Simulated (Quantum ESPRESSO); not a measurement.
Quantum ESPRESSO run on HfO2 (P4_2/nmc, 6 atoms in the cell): self-consistent single point.

Computed with PBE, GBRV 1.5 ultrasoft (PBE) pseudopotentials (plane waves; Quantum ESPRESSO).

```yaml
crystal:
  lattice:
    - [3.48864, 0.00000, 0.00000]
    - [0.00000, 3.48864, 0.00000]
    - [0.00000, 0.00000, 5.07101]
  atoms:
    - { symbol: Hf, position: [0.50000, 0.50000, 0.50000] }
    - { symbol: Hf, position: [0.00000, 0.00000, 0.00000] }
    - { symbol: O, position: [0.00000, 0.50000, 0.69721] }
    - { symbol: O, position: [0.00000, 0.50000, 0.19721] }
    - { symbol: O, position: [0.50000, 0.00000, 0.80279] }
    - { symbol: O, position: [0.50000, 0.00000, 0.30279] }
```

Reference input (self-consistent single point, DFT, PBE, plane waves, GBRV 1.5 ultrasoft (PBE) pseudopotentials): ecutwfc = 40 Ry; ecutrho = 320 Ry; occupations = smearing; smearing = gaussian; degauss = 0.000734986 Ry; potentials = {Hf: hf_pbe_v1.uspp.F.UPF, O: o_pbe_v1.2.uspp.F.UPF}; K_POINTS = automatic 7 7 5 0 0 0; conv_thr = 1e-10 Ry. This run's input differs from it in these lines:

```diff
@@ -14,4 +14,4 @@
     ntyp = 2
-    ecutwfc = 40
-    ecutrho = 320
+    ecutwfc = 20
+    ecutrho = 160
     occupations = 'smearing'
```

The program printed (abridged):

```
     Self-consistent Calculation

     iteration #  1     ecut=    20.00 Ry     beta= 0.70

     negative rho (up, down):  2.231E-01 0.000E+00

     total energy              =    -446.64900042 Ry
     estimated scf accuracy    <       1.85823198 Ry

     iteration #  2     ecut=    20.00 Ry     beta= 0.70

     negative rho (up, down):  2.267E-01 0.000E+00

     total energy              =    -446.94385593 Ry
     estimated scf accuracy    <       0.47303247 Ry

     iteration #  3     ecut=    20.00 Ry     beta= 0.70

     negative rho (up, down):  2.289E-01 0.000E+00

     total energy              =    -447.08235261 Ry
     estimated scf accuracy    <       0.05922996 Ry

   [... 6 blocks of this kind left out ...]

     iteration # 10     ecut=    20.00 Ry     beta= 0.70

     negative rho (up, down):  2.303E-01 0.000E+00

     total energy              =    -447.09037504 Ry
     estimated scf accuracy    <          2.0E-09 Ry

     iteration # 11     ecut=    20.00 Ry     beta= 0.70

     negative rho (up, down):  2.303E-01 0.000E+00
     End of self-consistent calculation

     the Fermi energy is    16.9756 ev

!    total energy              =    -447.09037504 Ry
     estimated scf accuracy    <          2.3E-11 Ry
     smearing contrib. (-TS)   =      -0.00000000 Ry
     internal energy E=F+TS    =    -447.09037504 Ry

     convergence has been achieved in  11 iterations

     negative rho (up, down):  2.303E-01 0.000E+00

     Forces acting on atoms (cartesian axes, Ry/au):

     atom    1 type  1   force =     0.00000000    0.00000000    0.00000000
     atom    2 type  1   force =     0.00000000    0.00000000   -0.00000000
     atom    3 type  2   force =     0.00000000    0.00000000    0.00764247
     atom    4 type  2   force =     0.00000000    0.00000000    0.00764247
     atom    5 type  2   force =     0.00000000    0.00000000   -0.00764247
   [... lines left out ...]
     Total force =     0.015285     Total SCF correction =     0.000001
   [... lines left out ...]

     negative rho (up, down):  2.303E-01 0.000E+00
          total   stress  (Ry/bohr**3)                   (kbar)     P=    -1032.96
  -0.00694814   0.00000000   0.00000000        -1022.11        0.00        0.00
   0.00000000  -0.00694814   0.00000000            0.00    -1022.11        0.00
   0.00000000   0.00000000  -0.00716957            0.00        0.00    -1054.68

   JOB DONE.
```

The run converged in 11 iterations. Against the reference run the free energy rises by 2.15 eV/atom, the pressure goes from 26.30 to -103.3 GPa, the largest force goes from 0.517 to 0.196 eV/Å and the gap on the mesh goes from 4.997 to 4.888 eV. The full log also holds: “c_bands:  1 eigenvalues not converged”.

The starting cell comes from a database of computed structures (which also holds hypothetical and non-ambient phases and stackings), without a prior relaxation at this level. Its lattice was rescaled by a random factor within 2.5 % of one. Spin-orbit coupling is off. At the lowered cutoff the pressure carries the error of an incomplete plane-wave basis.
